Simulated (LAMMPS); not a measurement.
MD of Ni (fcc) at zero pressure, 4000 atoms, as a liquid; each row is its own run.

Level of theory: classical MD, pair style eam/alloy, file NiAlH_jea.eam.alloy, run in LAMMPS.

```
T (K)  D(Ni) (cm²/s)
-----  -------------
950          5.03e-6
1210         1.69e-5
1380         2.62e-5
1730         4.86e-5
1900         6.47e-5
2160         8.57e-5
2250         8.95e-5
2420        0.000105
2760        0.000135
```

Fit an Arrhenius law, ln y = a + b / x, to these rows (x is the first column, y the second) and predict the run at x = 1560.

Least squares gives a = -7.2104 and b = -4671. The slope times kB gives an activation energy of 0.40 eV. At x = 1560 the fit predicts 3.70e-5 cm²/s. The run itself gave (3.87 ± 0.08) × 10^-5 cm²/s, so the fit is 4.4 % low.

Caution (rows 950; 1210; 1380): this liquid lies under the melting point of about 1440 K that EAM-type NiAlH_jea.eam.alloy gives, so it is undercooled.

Errors of D are the spread over four groups of atoms in one short run; a floor of about 5 %, a picked value, is safer.
